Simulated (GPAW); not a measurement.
# A self-consistent single point of SiPt₅Pb (P4/mmm, 7 atoms in the cell) with GPAW

Computed with PBEsol, GPAW PAW datasets PBEsol (made by gpaw-setup) (plane waves; GPAW).

Input as run:

```python
from ase import Atoms
from ase.units import GPa
from gpaw import GPAW

atoms = Atoms(['Si', 'Pt', 'Pt', 'Pt', 'Pt', 'Pt', 'Pb'],
              cell=[[4.001060, 0.000000, 0.000000],
                    [0.000000, 4.001060, 0.000000],
                    [0.000000, 0.000000, 7.212880]],
              scaled_positions=[[0.000000, 0.000000, 0.500000],
                                [0.000000, 0.500000, 0.302930],
                                [0.000000, 0.500000, 0.697070],
                                [0.500000, 0.000000, 0.302930],
                                [0.500000, 0.000000, 0.697070],
                                [0.000000, 0.000000, 0.000000],
                                [0.500000, 0.500000, 0.000000]],
              pbc=True)

calc = GPAW(mode={'name': 'pw', 'ecut': 550},
            xc='PBEsol',
            kpts=(5, 5, 3),
            occupations={'name': 'fermi-dirac', 'width': 0.1},
            nbands=-11,
            convergence={'density': 1e-05},
            symmetry={'symmorphic': False, 'tolerance': 0.0005},
            maxiter=100)

atoms.calc = calc

energy = atoms.get_potential_energy()
print('Energy (eV):', round(energy, 6))
forces = atoms.get_forces()
print('Forces (eV/Ang):')
print(forces.round(5))
stress = atoms.get_stress()
print('Stress (GPa, Voigt):', (stress / GPa).round(4))
```

Output (repeated stretches shortened):

```
Input parameters:
  convergence: {density: 1e-05}
  kpts: [5 5 3]
  maxiter: 100
  mode: {ecut: 550,
         name: pw}
  nbands: -11
  occupations: {name: fermi-dirac,
                width: 0.1}
  symmetry: {symmorphic: False,
             tolerance: 0.0005}
  xc: PBEsol

species:
  Si:
    name: Silicon
    Z: 14.0
    valence: 4
    core: 10
    charge: 0.0
    file: Si.PBEsol.gz

    # Using partial waves for Si as LCAO basis

  Pt:
    name: Platinum
    Z: 78.0
    valence: 16
    core: 62
    charge: 0.0
    file: Pt.PBEsol.gz

    # Using partial waves for Pt as LCAO basis

  Pb:
    name: Lead
    Z: 82.0
    valence: 14
    core: 68
    charge: 0.0
    file: Pb.PBEsol.gz

    # Using partial waves for Pb as LCAO basis

Reference energy: -3076172.645977  # eV

Spin-paired calculation

Convergence criteria:
 Maximum [total energy] change in last 3 cyles: 0.0005 eV / valence electron
 Maximum integral of absolute [dens]ity change: 1e-05 electrons / valence electron
 Maximum integral of absolute [eigenst]ate change: 4e-08 eV^2 / valence electron
 Maximum number of scf [iter]ations: 100

Symmetries present (total): 16
Symmetries with fractional translations: 0
75 k-points: 5 x 5 x 3 Monkhorst-Pack grid
12 k-points in the irreducible part of the Brillouin zone
       k-points in crystal coordinates                weights
   0:     0.00000000    0.00000000    0.00000000          1/75
   1:     0.00000000    0.00000000    0.33333333          2/75
   2:     0.20000000    0.00000000    0.00000000          4/75
   [... 7 lines left out ...]
          ...
  11:     0.40000000    0.40000000    0.33333333          8/75

Wave functions: Plane wave expansion
  Cutoff energy: 550.000 eV
  Number of coefficients (min, max): 3365, 3395
  Pulay-stress correction: 0.000000 eV/Ang^3 (de/decut=0.000000)

Occupation numbers: Fermi-Dirac:
  width: 0.1000  # eV

Eigensolver

Densities:
  Coarse grid: 24*24*40 grid
  Fine grid: 48*48*80 grid
  Total Charge: 0.000000

Density mixing:
  Method: separate
  Backend: pulay
  Linear mixing parameter: 0.05
  old densities: 5
  Damping of long wavelength oscillations: 50

Hamiltonian:
  XC and Coulomb potentials evaluated on a 48*48*80 grid
  External potential:
    NoExternalPotential

XC parameters: PBEsol with 2 nearest neighbor stencil

Number of atoms: 7
Number of atomic orbitals: 73
Number of bands in calculation: 60
Number of valence electrons: 98
Bands to converge: occupied

Density initialized from atomic densities
  60 bands from LCAO basis set

Atomic positions and initial magnetic moments

Positions:
   0 Si     0.000000    0.000000    3.606440    ( 0.0000,  0.0000,  0.0000)
   1 Pt     0.000000    2.000530    2.184998    ( 0.0000,  0.0000,  0.0000)
   2 Pt     0.000000    2.000530    5.027882    ( 0.0000,  0.0000,  0.0000)
   3 Pt     2.000530    0.000000    2.184998    ( 0.0000,  0.0000,  0.0000)
   4 Pt     2.000530    0.000000    5.027882    ( 0.0000,  0.0000,  0.0000)
   5 Pt     0.000000    0.000000    0.000000    ( 0.0000,  0.0000,  0.0000)
   6 Pb     2.000530    2.000530    0.000000    ( 0.0000,  0.0000,  0.0000)

Unit cell:
           periodic     x           y           z      points  spacing
  1. axis:    yes    4.001060    0.000000    0.000000    24     0.1667
  2. axis:    yes    0.000000    4.001060    0.000000    24     0.1667
  3. axis:    yes    0.000000    0.000000    7.212880    40     0.1803

  Lengths:   4.001060   4.001060   7.212880
  Angles:   90.000000  90.000000  90.000000

Effective grid spacing dv^(1/3) = 0.1711

     iter     time        total  log10-change:
                         energy   eigst   dens
iter:   1 --:--:--   -51.377287
iter:   2 --:--:--   -51.074071   -0.96  -1.41
iter:   3 --:--:--   -49.421055   -0.98  -1.42
iter:   4 --:--:--   -49.305866   -2.24  -1.81
iter:   5 --:--:--   -49.289890   -1.92  -1.75
iter:   6 --:--:--   -49.540978   -1.68  -2.04
iter:   7 --:--:--   -49.219045   -2.37  -1.93
iter:   8 --:--:--   -49.215289   -3.69  -2.33
iter:   9 --:--:--   -49.180383c  -2.91  -2.38
iter:  10 --:--:--   -49.179915c  -3.99  -2.94
iter:  11 --:--:--   -49.179733c  -4.68  -3.04
iter:  12 --:--:--   -49.179933c  -4.44  -3.11
iter:  13 --:--:--   -49.179805c  -5.22  -3.21
iter:  14 --:--:--   -49.179877c  -4.68  -3.31
   [... 4 lines left out ...]
iter:  19 --:--:--   -49.179595c  -6.28  -3.78
iter:  20 --:--:--   -49.179575c  -6.36  -3.98
iter:  21 --:--:--   -49.179572c  -6.50  -4.21
iter:  22 --:--:--   -49.179570c  -7.08  -4.33
iter:  23 --:--:--   -49.179574c  -7.29  -4.65
iter:  24 --:--:--   -49.179575c  -8.56c -4.98
iter:  25 --:--:--   -49.179575c  -7.86c -5.04c

Converged after 25 iterations.

Dipole moment: (0.000000, 0.000000, 0.000000) |e|*Ang

Energy contributions relative to reference atoms: (reference = -3076172.645977)

Kinetic:        -24.371514
Potential:      +18.709105
External:        +0.000000
XC:             -40.457835
Entropy (-ST):   -0.032329
Local:           -3.043166
SIC:             +0.000000
--------------------------
Free energy:    -49.195739
Extrapolated:   -49.179575

Showing only first 2 kpts
 Kpt  Band  Eigenvalues  Occupancy
  0    47     10.39119    1.96952
  0    48     10.99639    0.26394
  0    49     11.04910    0.16472
  0    50     12.36206    0.00000

  1    47     11.04870    0.16533
  1    48     11.73007    0.00020
  1    49     11.73007    0.00020
  1    50     11.95636    0.00002

Fermi level: 10.80803

No gap
No difference between direct/indirect transitions
Energy (eV): -49.179575

Forces in eV/Ang:
  0 Si   -0.00000   -0.00000    0.00000
  1 Pt    0.00000    0.00000   -0.13741
  2 Pt    0.00000    0.00000    0.13741
  3 Pt    0.00000    0.00000   -0.13741
  4 Pt    0.00000    0.00000    0.13741
  5 Pt    0.00000    0.00000    0.00000
  6 Pb    0.00000    0.00000    0.00000

Stress tensor:
     0.024418     0.000000     0.000000
     0.000000     0.024418     0.000000
     0.000000     0.000000     0.019325
Stress (GPa, Voigt): [3.9122 3.9122 3.0962 0.     0.     0.    ]
```

The run converged in 25 iterations. GPAW prints stress with tension positive.

The starting cell comes from a database of computed structures (which also holds hypothetical and non-ambient phases and stackings), without a prior relaxation at this level. Spin-orbit coupling is off. Spin polarisation is off. With a pressure of about -4 GPa the cell is away from its equilibrium volume at this level.

Cost on one core of a shared machine: roughly 2 min.
